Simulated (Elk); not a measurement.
## A self-consistent single point of Ga2CoS4 (I-4, 7 atoms in the cell) with Elk

Method of the run: LDA (PW92), all-electron FP-LAPW, Elk's shipped species files, APW+lo basis with extra local orbitals (Elk 10.2.4).

This input was run:

```
tasks
  0

spinpol
  .true.

reducebf
  0.5

rgkmax
  7.5

gmaxvr
  14.0

nxlo
  2

lorbcnd
  .true.

rmtscf
  0.89

lmaxi
  3

nempty
  12

swidth
  0.00183747

maxscl
  100

scale
  12.40475538

avec
   -0.4100612889    0.4100612889    0.8146775305
    0.4100612889   -0.4100612889    0.8146775305
    0.4100612889    0.4100612889   -0.8146775305

atoms
  3
  'Ga.in'
  2
  0.5000000000  0.5000000000  0.0000000000    0.0 0.0 0.0
  0.2500000000  0.7500000000  0.5000000000    0.0 0.0 0.0
  'Co.in'
  1
  0.0000000000  0.0000000000  0.0000000000    0.0 0.0 -1.5
  'S.in'
  4
  0.1136600000  0.6213300000  0.9885300000    0.0 0.0 0.0
  0.3786700000  0.3672000000  0.4923300000    0.0 0.0 0.0
  0.6328000000  0.1251300000  0.0114700000    0.0 0.0 0.0
  0.8748700000  0.8863400000  0.5076700000    0.0 0.0 0.0

ngridk
  3 3 3
```

Output, abridged:

```
│ Elk code version 10.2.4 │

All units are atomic (Hartree, Bohr, etc.)

│ Ground-state run starting from atomic densities │

Lattice vectors :
  -5.086709980       5.086709980       10.10587548
   5.086709980      -5.086709980       10.10587548
   5.086709980       5.086709980      -10.10587548

Unit cell volume      :    1045.942687
Brillouin zone volume :   0.2371546897

Muffin-tin inner radius fraction :   0.1000000000E-01

Nuclei treated as point charges

Species :    1 (Ga)
 parameters loaded from : Ga.in
 name : gallium
 nuclear charge    :   -31.00000000
 electronic charge :    31.00000000
 atomic mass :    127097.2538
 muffin-tin radius :    2.136000000
 number of radial points in muffin-tin :    497
 atomic positions (lattice), magnetic fields (Cartesian) :
   1 :   0.50000000  0.50000000  0.00000000    0.00000000  0.00000000  0.00000000
   2 :   0.25000000  0.75000000  0.50000000    0.00000000  0.00000000  0.00000000

Species :    2 (Co)
 parameters loaded from : Co.in
 name : cobalt
 nuclear charge    :   -27.00000000
 electronic charge :    27.00000000
 atomic mass :    107428.6517
 muffin-tin radius :    2.136000000
 number of radial points in muffin-tin :    497
 atomic positions (lattice), magnetic fields (Cartesian) :
   1 :   0.00000000  0.00000000  0.00000000    0.00000000  0.00000000 -1.50000000

Species :    3 (S)
 parameters loaded from : S.in
 name : sulphur
 nuclear charge    :   -16.00000000
 electronic charge :    16.00000000
 atomic mass :    58450.91926
 muffin-tin radius :    1.958000000
 number of radial points in muffin-tin :    397
 atomic positions (lattice), magnetic fields (Cartesian) :
   1 :   0.11366000  0.62133000  0.98853000    0.00000000  0.00000000  0.00000000
   2 :   0.37867000  0.36720000  0.49233000    0.00000000  0.00000000  0.00000000
   3 :   0.63280000  0.12513000  0.01147000    0.00000000  0.00000000  0.00000000
   [... lines left out ...]
 potential will be trimmed for |G| > 2 gkmax
Constant for pseudocharge density :    7
Radial integration step length :    4

G-vector grid sizes :     56    56    56
Number of G-vectors :    48489

Maximum angular momentum used for
 APW functions                      :    8
 outer part of muffin-tin           :    6
 inner part of muffin-tin           :    3

Total nuclear charge    :   -153.0000000
Total core charge       :    88.00000000
Total valence charge    :    65.00000000
Total excess charge     :    0.000000000
Total electronic charge :    153.0000000

Effective Wigner radius, rₛ :    1.177360015

Number of empty states         :   84
Total number of valence states :  234
Total number of core states    :   88

Conduction state local-orbitals added automatically
Total number of local-orbitals :  504

Exchange-correlation functional :      3     0     0
 Perdew-Wang/Ceperley-Alder, Phys. Rev. B 45, 13244 (1992)
 gradient requirement :    0
 local density approximation (LDA)

Smearing type :    3
 Fermi-Dirac
Smearing width :   0.1837470000E-02
Effective electronic temperature (K) :    580.2271348

Mixing type :    3
 Broyden mixing, J. Phys. A: Math. Gen. 17, L317 (1984)

Kohn-Sham potential initialised from atomic data
│ Self-consistent loop started │
│ Loop number : 1 │
 total energy                :     -6881.12652629
 total moment                :    2.996791375
│ Loop number : 2 │
 total energy                :     -6880.42077830
 total moment                :    2.998197547
RMS change in Kohn-Sham potential (target) :   0.1716560369     (  0.1000000000E-05)
Absolute change in total energy (target)   :   0.7057479915     (  0.1000000000E-03)
│ Loop number : 3 │
 total energy                :     -6881.08781497
 total moment                :    2.996161606
RMS change in Kohn-Sham potential (target) :   0.1755372133     (  0.1000000000E-05)
Absolute change in total energy (target)   :   0.4905996790     (  0.1000000000E-03)
│ Loop number : 4 │
 total energy                :     -6880.45370948
 total moment                :    2.992851276
RMS change in Kohn-Sham potential (target) :   0.1692408776     (  0.1000000000E-05)
Absolute change in total energy (target)   :   0.5114555711     (  0.1000000000E-03)
│ Loop number : 5 │
 total energy                :     -6872.27520103
   [... lines left out ...]
 total moment                :    2.999281957
RMS change in Kohn-Sham potential (target) :   0.6103655185E-05 (  0.1000000000E-05)
Absolute change in total energy (target)   :   0.1424611784E-02 (  0.1000000000E-03)
│ Loop number : 19 │
 total energy                :     -6865.94098152
 total moment                :    2.999280613
RMS change in Kohn-Sham potential (target) :   0.1852239079E-05 (  0.1000000000E-05)
Absolute change in total energy (target)   :   0.1164033711E-04 (  0.1000000000E-03)
│ Loop number : 20 │
 total energy                :     -6865.94118289
 total moment                :    2.999280571
RMS change in Kohn-Sham potential (target) :   0.6041786195E-06 (  0.1000000000E-05)
Absolute change in total energy (target)   :   0.1984581095E-03 (  0.1000000000E-03)
│ Loop number : 21 │
 total energy                :     -6865.94121252
 total moment                :    2.999280644
RMS change in Kohn-Sham potential (target) :   0.2705819233E-06 (  0.1000000000E-05)
Absolute change in total energy (target)   :   0.7924290821E-04 (  0.1000000000E-03)
Convergence targets achieved

│ Loop number : 22 │

Energies :
 Fermi                       :     0.130674554748
 sum of eigenvalues          :     -3932.13062920
 electron kinetic            :      6965.99618544
 core electron kinetic       :      6507.19320927
 Coulomb                     :     -13531.4062703
 Coulomb potential           :     -10500.3973195
 nuclear-nuclear             :     -763.949200215
 electron-nuclear            :     -15034.5168207
 Hartree                     :      2267.05975057
 Madelung                    :     -8281.20761055
 xc potential                :     -397.626529364
 xc effective B-field        :    -0.102961473253
 external B-field            :      0.00000000000
 exchange                    :     -287.676472088
 correlation                 :     -12.8543994208
 electron entropic           :    -0.258286134644E-03
 total energy                :     -6865.94121467
 (external B-field energy excluded from total)

Density of states at Fermi energy :    17.15737619
 (states/Hartree/unit cell)

Estimated indirect band gap :   0.9403048810E-02
 from k-point      5 to k-point      5
Estimated direct band gap   :   0.9403048810E-02
 at k-point      5

Charges :
 core                        :    88.00000000
 valence                     :    65.00000000
 interstitial                :    14.54814097
 muffin-tins (core leakage)
  species :    1 (Ga)
   atom    1                 :    29.07171779     (  0.3054051645E-02)
   atom    2                 :    29.08559330     (  0.3058860818E-02)
  species :    2 (Co)
   atom    1                 :    25.43494748     (  0.1876584335E-02)
  species :    3 (S)
   atom    1                 :    13.71490012     (  0.3546518979E-03)
   atom    2                 :    13.71490012     (  0.3546518979E-03)
   atom    3                 :    13.71490012     (  0.3546518979E-03)
   atom    4                 :    13.71490012     (  0.3546518979E-03)
 total in muffin-tins        :    138.4518590
 total calculated charge     :    152.9649811
 total charge                :    153.0000000
 error                       :   0.3501894420E-01

Moments :
 interstitial                :   0.4329320176
 muffin-tins
  species :    1 (Ga)
   atom    1                 :   0.1366544053E-01
   atom    2                 :   0.8583060877E-02
  species :    2 (Co)
   atom    1                 :    2.148995215
  species :    3 (S)
   atom    1                 :   0.9877622571E-01
   atom    2                 :   0.9877622571E-01
   atom    3                 :   0.9877622571E-01
   atom    4                 :   0.9877622571E-01
 total in muffin-tins        :    2.566348619
 total moment                :    2.999280637

│ Self-consistent loop stopped │
```

The run converged in 22 iterations. The count includes the last loop, which Elk runs after its targets are met.

The starting cell comes from a database of computed structures (which also holds hypothetical and non-ambient phases and stackings), without a prior relaxation at this level. Its lattice was rescaled by a random factor within 2.5 % of one. With one magnetic atom in the cell only a parallel order is possible. Values depend on the basis (sphere radii, cutoffs, local orbitals), which need not be converged.

Cost on one core of a shared machine: roughly 10 min.
